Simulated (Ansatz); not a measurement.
Consider Si in the diamond structure (space group Fd-3m, No. 227; a = 5.4441 Å).

Calculations: Ansatz (a program for electronic structure), r2SCAN, PAW, cutoff 500 eV, no SOC, earlier PAW set.

Before the change:

- Lattice parameter a = 5.444 Å
- Band gap = 0.78 eV

It is then changed as follows: a hydrostatic pressure of 15 GPa.

### Question
What happens to the lattice parameter a?

### Answer
The lattice parameter a decreases by 0.214 Å to 5.230 Å.

### Question
What does the calculation give for the band gap after the change?

### Answer
The band gap decreases by 0.24 eV, from 0.78 eV to 0.54 eV.

Load acts through the strain it causes; cell and atoms are relaxed under it. Stability against distortions was not tested. Measured, Si leaves this structure (for the β-tin structure) near 12 GPa (room temperature; as listed in arXiv:1906.07825).
